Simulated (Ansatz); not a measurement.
The starting structures come from a database of crystals and need not be the phases stable at ambient conditions.

Input:

```
ZnO
1.0
    3.25878     0.00000     0.00000
    0.00000     5.51757     0.00000
    0.00000     0.00000     5.51757
Zn O
4 4
Direct
  0.50000   0.18197   0.18197
  0.50000   0.81803   0.81803
  0.00000   0.68197   0.31803
  0.00000   0.31803   0.68197
  0.50000   0.18275   0.81725
  0.50000   0.81725   0.18275
  0.00000   0.31725   0.31725
  0.00000   0.68275   0.68275
```

Space group of this cell: P4_2/mnm. The cell is taken as given; by r2SCAN its mean pressure is -0.7 GPa.

Transport runs along the normal of the first two printed cell vectors, the (100) plane of the conventional cell.

The gap is the functional's own. No spin-orbit coupling. Mid-gap values are interpolated on the energy grid.

**Question.** Compute, with Ansatz (a first-principles code) with r2SCAN, the band gap and the smallest decay constant κ at mid-gap.

**Answer.** Gap 1.21 eV on a 10×6×6 mesh; κ = 0.143 1/Å, at the zone centre.
